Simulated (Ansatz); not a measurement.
# Quick settings and what they miss: Hg (C2/m, 1 atom in the cell)

Self-consistent single point.

```yaml
crystal:
  lattice:
    - [2.09246, -2.63249, 0.00000]
    - [2.09246, 2.63249, 0.00000]
    - [-2.08340, 0.00000, 2.84882]
  atoms:
    - { symbol: Hg, position: [0.00000, 0.00000, 0.00000] }
```

Level of theory: LDA (PW92), harder PAW files (source: ansatz) made with PBE (plane waves; Ansatz, an electronic-structure program).

Base settings: basis.ecutwfc = 50.7 Ry; kpoints.mp_grid.grid = 15 15 15; hamiltonian.xc = lda; hamiltonian.pseudopotentials = {kind: paw, source: ansatz}; scf.occupations.method = fermi_dirac; scf.occupations.width = 0.0073 Ry.

Tight run (finer mesh or higher cutoff; not a proven limit): basis.ecutwfc: 50.7 Ry → 70.9 Ry; kpoints.mp_grid.grid: 15 15 15 → 21 21 21; scf.convergence.dr2_threshold: default (1e-07 eV) → 1e-09 eV. It gave Fermi level (on the code's own zero) 9.47 eV; pressure -4.77 GPa.

Quick runs, as changes from the base:
- A: the base itself
- B: basis.ecutwfc: 50.7 Ry → 30.5 Ry; kpoints.mp_grid.grid: 15 15 15 → 1 1 1
- C: basis.ecutwfc: 50.7 Ry → 25.4 Ry; kpoints.mp_grid.grid: 15 15 15 → 8 8 8; kpoints.mp_grid.shift: default → 0.5 0.5 0.5
- D: basis.ecutwfc: 50.7 Ry → 30.5 Ry; kpoints.mp_grid.grid: 15 15 15 → 3 3 3; kpoints.mp_grid.shift: default → 0.5 0.5 0.5
- E: basis.ecutwfc: 50.7 Ry → 35.6 Ry; kpoints.mp_grid.grid: 15 15 15 → 4 4 4; scf.occupations.width: 0.0073 Ry → 0.0147 Ry
- F: basis.ecutwfc: 50.7 Ry → 40.4 Ry; kpoints.mp_grid.grid: 15 15 15 → 2 2 2; scf.convergence.dr2_threshold: default (1e-07 eV) → 0.0001 eV

Energies are extrapolated to zero smearing width, which holds to low order in the width alone.

The count of work is k-points × plane waves × bands × iterations; it is no time. 

Pressures in the table are Ansatz's without its Pulay estimate, at a fixed set of plane waves; the tight run's value above holds the estimate.

The starting cell comes from a database of computed structures (which also holds hypothetical and non-ambient phases and stackings), without a prior relaxation at this level. Its lattice was rescaled by a random factor within 2.5 % of one. In the base run, with a pressure of about -5 GPa the cell is away from its equilibrium volume at this level. The cutoff lies below the one recommended for these files.

| run | energy less tight (meV/atom) | pressure less tight (GPa) | count of work / tight |
|---|---|---|---|
| A | 0.7 | 0.01 | 0.17 |
| B | -7397.1 | -82.99 | 0.00010 |
| C | 5288.9 | -129.84 | 0.011 |
| D | 1441.0 | -34.66 | 0.00089 |
| E | 238.5 | -9.50 | 0.0030 |
| F | 1570.6 | 13.39 | 0.00053 |

Among the runs at the tight run's level, the energy misses run from 0.7 to 7397.1 meV/atom.

Keys are those of Ansatz 0.2.
